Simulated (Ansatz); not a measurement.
# SrTe: biaxial strain +0.50 %, plane normal [001], relaxed out of plane

Take SrTe in the rock salt structure (space group Fm-3m, No. 225; a = 6.6067 Å) as the base. Axes: x, y, z lie along the cube axes.

The change: biaxial strain +0.50 %, plane normal [001], relaxed out of plane (Cartesian); in-plane vectors clamped, the third vector and the atoms free.

Level of theory: PBEsol (Ansatz, a program for electronic structure; PAW; 420 eV plane waves; no SOC). k-mesh 9×9×9 (Γ-centred); smearing 0.05 eV (Fermi–Dirac).

The volume per atom goes up by 0.318 Å³ to 36.36 Å³ and the space group becomes I4/mmm (No. 139) (base: Fm-3m (No. 225)). The shortest interatomic distance decreases by 0.004 Å, from 3.303 Å to 3.299 Å and the energy goes up by 0.5 meV/atom. The pressure (mean of the normal stresses, compression positive) goes from zero to -0.30 GPa and the band gap goes up by 0.02 eV to 1.59 eV. The gap character is indirect, Γ → M and the smallest direct gap is nearly the same (2.33 eV against 2.34 eV). The electron mass goes from 1.3 mₑ along k, 0.24 mₑ across (at X) to 1.3 mₑ along k, 0.25 mₑ across (at X) and the valence-band top at Γ (three highest levels, from the VBM) changes from 0.00, 0.00, 0.00 eV to 0.00, -0.01, -0.01 eV. The valley order (the lowest conduction-band minima on the path, energy above the VBM, named in the base's zone) becomes X along [001] 1.59 eV; X along [100] 1.59 eV; Γ 2.77 eV (base: X along ⟨100⟩ 1.57 eV; Γ 2.82 eV) and the out-of-plane strain is -0.12 %. The mean in-plane stress (compression positive) amounts to -0.5 GPa.

Final structure (turned so that z lies along the plane normal):

```
SrTe
1.0
    4.69498     0.00000     0.00000
    0.00000     4.69498     0.00000
    2.34749    -2.34749     3.29937
Sr Te
1 1
Direct
  0.00000   0.00000   0.00000
  0.50000   0.50000   0.00000
```

Cost of the whole job for the changed cell (relaxation, final SCF and bands): about 13 core-seconds (a rough figure).

Spin-orbit coupling, missing from the scalar runs, can matter with Te. Effective masses come from finite differences of ±0.01 Å⁻¹. Along k means along the line from Γ to the band edge. Stability against distortions was not tested. k-point labels follow each cell's own Brillouin zone.
